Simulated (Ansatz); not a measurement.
hypothetical ReO3 type LaBr3 with two functionals, biaxial strain −1.71 %, plane normal [001], relaxed out of plane

Take LaBr₃ in the ReO3 type structure (space group Pm-3m, No. 221; a = 5.885 Å; a hypothetical phase, not in the database extracts checked) as the base. Axes: x, y, z lie along the cube axes.

(Cell as relaxed with PBE.)

Levels (all Ansatz, a program for electronic structure, PAW): PBE (420 eV, no spin-orbit coupling); PBEsol (420 eV, no spin-orbit coupling).

Each level relaxes its own structure.

| base | PBE | PBEsol |
|---|---|---|
| volume per atom | 50.96 Å³ | 48.85 Å³ |
| lattice parameter a | 5.885 Å | 5.803 Å |
| band gap | 3.38 eV | 3.52 eV |

The change: biaxial strain −1.71 %, plane normal [001], relaxed out of plane (Cartesian); in-plane vectors clamped, the third vector and the atoms free.

```json
[
 {"quantity": "energy relative to the base (free energy F)", "PBE": "+6.8 meV/atom", "PBEsol": "+7.4 meV/atom"},
 {"quantity": "shift of the gap caused by the change", "PBE": "+0.14 eV", "PBEsol": "-0.04 eV"},
 {"quantity": "band gap", "PBE": "3.52 eV", "PBEsol": "3.47 eV"},
 {"quantity": "ratio −ε⊥/ε∥", "PBE": "0.12", "PBEsol": "0.11"}
]
```

PBE's energy relative to the base lies 0.6 meV/atom below PBEsol's; PBE's shift of the gap caused by the change lies 0.18 eV above PBEsol's; PBE's band gap lies 0.05 eV above PBEsol's. Neither level is exact; PBEsol is the comparison here, not a measurement.

Whether these cells are dynamically stable was not tested.
